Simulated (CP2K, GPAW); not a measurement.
A GPAW input for a self-consistent single point of AlGa3N4 (P-43m, 8 atoms in the cell) (DFT PBEsol, plane waves, GPAW PAW datasets PBEsol (made by gpaw-setup)):

```python
from ase import Atoms
from ase.units import GPa
from gpaw import GPAW, PW, FermiDirac

atoms = Atoms(['Al', 'Ga', 'Ga', 'Ga', 'N', 'N', 'N', 'N'],
              cell=[[4.471690, 0.000000, 0.000000],
                    [0.000000, 4.471690, 0.000000],
                    [0.000000, 0.000000, 4.471690]],
              scaled_positions=[[0.000000, 0.000000, 0.000000],
                                [0.500000, 0.500000, 0.000000],
                                [0.000000, 0.500000, 0.500000],
                                [0.500000, 0.000000, 0.500000],
                                [0.755710, 0.755710, 0.244290],
                                [0.755710, 0.244290, 0.755710],
                                [0.244290, 0.244290, 0.244290],
                                [0.244290, 0.755710, 0.755710]],
              pbc=True)

calc = GPAW(mode=PW(950),
            xc='PBEsol',
            kpts={'size': (6, 6, 6), 'gamma': True},
            occupations=FermiDirac(0.0),
            nbands=-8,
            convergence={'density': 1e-05, 'bands': -6},
            symmetry={'symmorphic': False, 'tolerance': 0.0005},
            maxiter=150,
            txt='-')

atoms.calc = calc

energy = atoms.get_potential_energy()
print('Energy (eV):', round(energy, 6))
forces = atoms.get_forces()
print('Forces (eV/Ang):')
print(forces.round(5))
stress = atoms.get_stress()
print('Stress (GPa, Voigt):', (stress / GPa).round(4))
```

Q: Write the same calculation as an input for CP2K.

A: This is the input that was run; spellings and numerical settings could be chosen otherwise.

```
&GLOBAL
  PROJECT run
  RUN_TYPE ENERGY_FORCE
  PRINT_LEVEL MEDIUM
&END GLOBAL
&FORCE_EVAL
  METHOD Quickstep
  STRESS_TENSOR ANALYTICAL
  &DFT
    BASIS_SET_FILE_NAME BASIS_MOLOPT
    POTENTIAL_FILE_NAME GTH_POTENTIALS
    &QS
      METHOD GPW
      EPS_DEFAULT 1E-11
    &END QS
    &MGRID
      CUTOFF 600
      REL_CUTOFF 50
      NGRIDS 5
    &END MGRID
    &SCF
      SCF_GUESS ATOMIC
      EPS_SCF 1E-7
      MAX_SCF 100
      ADDED_MOS 11
      &DIAGONALIZATION
        ALGORITHM STANDARD
      &END DIAGONALIZATION
      &MIXING
        METHOD BROYDEN_MIXING
        ALPHA 0.2
        NBUFFER 8
        BETA 1.5
      &END MIXING
    &END SCF
    &KPOINTS
      SCHEME MONKHORST-PACK 6 6 6
      GAMMA_CENTERED T
    &END KPOINTS
    &XC
      &XC_FUNCTIONAL
        &PBE
          PARAMETRIZATION PBESOL
        &END PBE
      &END XC_FUNCTIONAL
    &END XC
    &PRINT
      &MO
        EIGENVALUES T
        OCCUPATION_NUMBERS T
        NDIGITS 8
        FILENAME mo
        &EACH
          QS_SCF 0
        &END EACH
        ADD_LAST NUMERIC
      &END MO
      &MULLIKEN ON
      &END MULLIKEN
    &END PRINT
  &END DFT
  &SUBSYS
    &CELL
      A 4.47169000 0.00000000 0.00000000
      B 0.00000000 4.47169000 0.00000000
      C 0.00000000 0.00000000 4.47169000
      PERIODIC XYZ
    &END CELL
    &COORD
      SCALED
      Al       0.00000000     0.00000000     0.00000000
      Ga       0.50000000     0.50000000     0.00000000
      Ga       0.00000000     0.50000000     0.50000000
      Ga       0.50000000     0.00000000     0.50000000
      N        0.75571000     0.75571000     0.24429000
      N        0.75571000     0.24429000     0.75571000
      N        0.24429000     0.24429000     0.24429000
      N        0.24429000     0.75571000     0.75571000
    &END COORD
    &KIND Al
      BASIS_SET DZVP-MOLOPT-SR-GTH
      POTENTIAL GTH-PBE-q3
    &END KIND
    &KIND Ga
      BASIS_SET DZVP-MOLOPT-SR-GTH
      POTENTIAL GTH-PBE-q13
    &END KIND
    &KIND N
      BASIS_SET DZVP-MOLOPT-SR-GTH
      POTENTIAL GTH-PBE-q5
    &END KIND
  &END SUBSYS
  &PRINT
    &FORCES ON
    &END FORCES
    &STRESS_TENSOR ON
    &END STRESS_TENSOR
  &END PRINT
&END FORCE_EVAL
```

Basis, cutoffs, solver keys and any potentials are the target program's own. This input uses DFT PBEsol, GPW, DZVP-MOLOPT-SR-GTH basis, GTH-PBE potentials (GTH_POTENTIALS).

The starting cell comes from a database of computed structures (which also holds hypothetical and non-ambient phases and stackings), without a prior relaxation at this level.
